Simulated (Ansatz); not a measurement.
Start from MgO in the rock salt structure (space group Fm-3m, No. 225; a = 4.254 Å).

Modification: cell and atoms relaxed at a pressure of 3 GPa.

Levels (all Ansatz, a program for electronic structure, PAW): PBE (420 eV, scalar-relativistic without spin-orbit coupling); r2SCAN (500 eV, scalar-relativistic without spin-orbit coupling).

The geometry is relaxed with PBE.

| Item | Result |
|---|---|
| PBE lowest conduction level above the VBM at special points | Γ 4.64 eV; L 7.85 eV; X 9.13 eV; K 10.06 eV |
| PBE gap character | direct at Γ |
| PBE hole mass | 0.39, 2.1, 2.1 mₑ (at Γ) |

Q: Predict the lowest conduction level above the VBM at special points, gap character and hole mass from r2SCAN.

A: The lowest conduction level above the VBM at special points changes from Γ 4.64 eV; L 7.85 eV; X 9.13 eV; K 10.06 eV to Γ 5.53 eV; L 8.76 eV; X 10.03 eV; K 11.02 eV; the gap character is still direct at Γ; the hole mass (degenerate bands, along [100]) goes from 0.39, 2.1, 2.1 mₑ (at Γ) to 0.41, 2.1, 2.1 mₑ (at Γ).

Single points use the geometry relaxed with PBE. Their cutoffs differ, which shifts pressures a little. Load acts through the strain it causes; cell and atoms are relaxed under it. Masses are band curvatures over ±0.01 Å⁻¹ around the edge. No phonon test of stability was made.
